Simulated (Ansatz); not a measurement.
Partial pair distribution functions of a relaxed model of amorphous Ga$_{24}$O$_{37}$Zn, broadened by 0.06 Å; density 5.07 g/cm³. Method: PBE, scalar-relativistic without spin-orbit coupling (plane waves to 420 eV, PAW; Ansatz, a program for electronic structure).

It comes from a melt-quench run on a machine-learned potential (CHGNet), relaxed afterwards by DFT. O atoms were pushed apart under 1.9 Å during the dynamics, to hinder bonds among them. The hot cell started wider than the set density and was brought back towards it in steps. It is the lowest in DFT energy of 2 quenches. It is a model cell: composition and starting density were chosen by hand, and all elements were melted together. No dispersion term was used. Its density started from a set value of 5.01 and ended at 5.07 g/cm³. Cooling (nominally 220 K/ps over its main leg) ran many orders faster than in experiment, which tends to leave more defects and strain. A cell of this size samples the disorder only roughly. Volume and shape were free in the relaxation.

```tsv
r (Å)	g Ga-O	g O-Zn	g Ga-Ga	g O-O
1.60	0.00	0.00	0.00	0.00
1.70	0.30	0.00	0.00	0.00
1.80	4.32	0.04	0.00	0.00
1.90	8.87	1.91	0.00	0.00
2.00	4.05	8.85	0.00	0.00
2.10	1.66	4.95	0.00	0.00
2.20	0.57	0.28	0.00	0.00
2.30	0.32	0.00	0.00	0.00
2.40	0.15	0.00	0.00	0.02
2.50	0.02	0.00	0.00	0.58
2.60	0.05	0.00	0.01	1.93
2.70	0.08	0.00	0.27	1.71
2.80	0.22	0.31	0.78	2.11
2.90	0.19	1.29	1.66	2.42
3.00	0.30	0.33	1.74	2.24
3.10	0.59	0.01	2.14	2.43
3.20	0.51	0.00	2.88	2.05
3.30	0.45	0.00	3.17	1.59
3.40	0.62	0.03	2.31	1.53
3.50	0.86	0.57	1.76	0.76
3.60	1.05	0.69	0.66	0.50
3.70	1.29	0.95	0.85	0.75
3.80	1.50	1.65	1.01	0.70
3.90	1.58	1.39	0.89	0.46
4.00	1.35	0.98	0.57	0.51
4.10	1.16	2.78	0.67	0.46
4.20	1.17	3.48	0.83	0.56
4.30	1.36	1.13	0.49	0.55
4.40	1.67	1.10	0.50	0.57
```

Within 2.48 Å each Ga has 4.62 O neighbours on average.
